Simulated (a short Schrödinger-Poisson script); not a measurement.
MOS inversion layer, Al2O3 on p-type Si(100)

System: MOS inversion layer, Al2O3 on p-type Si(100), at 300 K.

```csv
layer,material,thickness (nm),Na (cm⁻³)
1,Al2O3,1.4,-
2,Si,310,1.9e18
```

The device is made up for the run: typed textbook-type constants, with dimensions and the other settings drawn at random. Al2O3: permittivity 9, conduction-band edge (eV) 2.7, gap (eV) 6.8, electron mass (mₑ) 0.3. Si: permittivity 11.7, conduction-band edge (eV) 0, gap (eV) 1.124, Nv at 300 K (cm⁻³) 3.1e19.

Channel valleys (confinement mass, in-plane density-of-states mass, number): Δ2 0.916, 0.19, 2; Δ4 0.19, 0.417, 4. At the gate the conduction-band edge of layer 1 lies 2.82 eV − eVg above the Fermi level of the channel; the field vanishes at the back. Gaps are held at their typed values at every temperature. Mesh 0.03 nm at interfaces.

From a short Schrödinger-Poisson script (our own, NumPy): 1D Poisson equation in equilibrium, electrons quantum, Hartree (BenDaniel-Duke, 12 states a valley, the channel's in-plane mass for all, wave functions free to enter the dielectric), parabolic valleys, classical holes, full ionisation, no traps, pinning or gate leakage.

```csv
Vg (V),electrons (cm⁻²),C (μF/cm²),Δ2 E0 (meV),Δ2 E1 (meV),Δ4 E0 (meV),Δ4 E1 (meV)
0.05,1.74e7,0.405,326.5,422.9,398.3,554.4
0.15,5.18e8,0.388,238.2,338.6,312.7,475.8
0.25,1.55e10,0.444,149.9,253.9,226.7,396.3
0.35,3.09e11,1.40,71.3,179.3,150.8,326.2
0.45,1.54e12,2.67,26.5,139.7,109.7,289.6
0.55,3.34e12,3.16,1.5,120.6,88.9,272.8
0.65,5.38e12,3.40,-16.5,108.7,75.2,262.7
0.75,7.54e12,3.55,-31.3,100.2,64.7,255.8
0.85,9.79e12,3.66,-44.3,93.5,55.9,250.6
0.95,1.21e13,3.74,-56.2,88.1,48.2,246.5
```

Gate voltages with under 1e6 electrons/cm² are left out.

Subbands count from the Fermi level.
